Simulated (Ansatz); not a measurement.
A self-consistent single point of Ni6SnTe2 (I4mm, 9 atoms in the cell) with Ansatz (a program for electronic structure).

Method: LDA (PW92), default PAW files made with PBE (plane waves; Ansatz).

```xyz
9
Lattice="-1.9077 1.9077 9.7336 1.9077 -1.9077 9.7336 1.9077 1.9077 -9.7336" Properties=species:S:1:pos:R:3 pbc="T T T"
Ni     0.0000     0.0000     9.7544
Ni     0.0000     1.9077     7.9146
Ni     1.9077     0.0000     7.9146
Ni     1.9077     0.0000     1.8574
Ni     0.0000     1.9077     1.8574
Ni     0.0000     0.0000    15.7460
Sn     0.0000     0.0000     0.0068
Te     0.0000     0.0000     6.1561
Te     0.0000     0.0000    13.2215
```

Reference input (self-consistent single point, DFT, LDA (PW92), plane waves, default PAW files made with PBE): basis.ecutwfc = 420 eV; kpoints.mp_grid.grid = 8 8 8; hamiltonian.xc = lda; hamiltonian.pseudopotentials = {kind: paw} (the program's default PAW files); scf.occupations.method = methfessel_paxton; scf.occupations.width = 0.1 eV. This run's input differs from it in these lines:

Ansatz 0.2 input:
```diff
@@ -18,3 +18,3 @@
 kpoints:
-  mp_grid: { grid: [8, 8, 8] }
+  mp_grid: { grid: [6, 6, 6] }
 hamiltonian:
```

The program printed (abridged):

```
SCF iter   1: F=—  HF=-54175.693648 eV  |F-HF|=—  |Δ(HF+E_count)|=         —  Δρ=2.55e-2  dr2=9.28e-1  ethr=1.77e-3  ⟨swp⟩=5.0  Hψ=9841  notcnv=0  defer=59
all-band conjugate gradients solve this SCF's bands
preconditioner: auto → LDOS
SCF iter   2: F=—  HF=-54175.856728 eV  |F-HF|=—  |Δ(HF+E_count)|=   1.63e-1  S|Δr|=    0.00e0  Δρ=3.85e-2  dr2=1.33e0  ethr=6.02e-4  ⟨swp⟩=2.9  Hψ=5590  notcnv=0  defer=254
   [... lines left out ...]
SCF iter   7: F=—  HF=-54175.628574 eV  |F-HF|=—  |Δ(HF+E_count)|=   3.32e-5  S|Δr|=    0.00e0  Δρ=6.37e-5  dr2=5.85e-6  ethr=4.65e-8  ⟨swp⟩=2.0  Hψ=3451  notcnv=0  defer=254
SCF iter   8: F=—  HF=-54175.628573 eV  |F-HF|=—  |Δ(HF+E_count)|=   5.11e-7  S|Δr|=    0.00e0  Δρ=4.01e-5  dr2=1.79e-6  ethr=3.80e-9  ⟨swp⟩=2.0  Hψ=4225  notcnv=0  defer=254
SCF iter   9: F=-54175.628573 eV  HF=-54175.628573 eV  |F-HF|=5.08e-8  |Δ(HF+E_count)|=   1.05e-7  S|Δr|=    0.00e0  Δρ=5.58e-6  dr2=6.37e-8  ethr=6.49e-11  ⟨swp⟩=9.3  Hψ=15265  notcnv=0
SCF 1 converged in 9 iterations: F = -54175.628573 eV  dr2 = 6.37e-8
Stability not checked (fill_not_monotonic)
Free energy (F): -54175.628573 eV
Internal energy: -54175.625146 eV  (E = F + TS)
E sigma→0 (E₀):  -54175.627716 eV
Entropy (-TS):   -0.003427 eV (-0.381 meV/atom)
Fermi energy:    14.811007 eV
--- Forces (eV/Å), atoms counted from 1 ---
  atom   1  Ni    -0.00000000     0.00000000     0.05697576
  atom   2  Ni    -0.00000000    -0.00000000    -0.03515316
  atom   3  Ni    -0.00000000    -0.00000000    -0.03515316
  atom   4  Ni    -0.00000000     0.00000000    -0.10815601
   [... lines left out ...]
  atom   9  Te    -0.00000000     0.00000000    -0.54544677
--- Stress (GPa, compression-positive) ---
      -11.872105       0.000000      -0.000000
        0.000000     -11.872105       0.000000
       -0.000000      -0.000000     -12.649388
  P = ⅓ Tr σ = -12.1312 GPa (-121.312 kbar)
  The stress holds the Pulay correction. Without it, at fixed plane waves, as pw.x and ABINIT print it: P = -12.2116 GPa
```

The run converged in 9 iterations. Against the reference run the free energy hardly moves (within 1 meV/atom), the pressure hardly changes (-12.11 to -12.13 GPa) and the largest force goes from 0.700 to 0.683 eV/Å.

The starting cell comes from a database of computed structures (which also holds hypothetical and non-ambient phases and stackings), without a prior relaxation at this level. Its lattice was rescaled by a random factor within 2.5 % of one. Spin-orbit coupling is off. Spin polarisation is off, so a magnetic state, if there is one, cannot be reached. With a pressure of about -12 GPa the cell is away from its equilibrium volume at this level. Ansatz's pressure includes its estimate of the finite-basis (Pulay) stress.
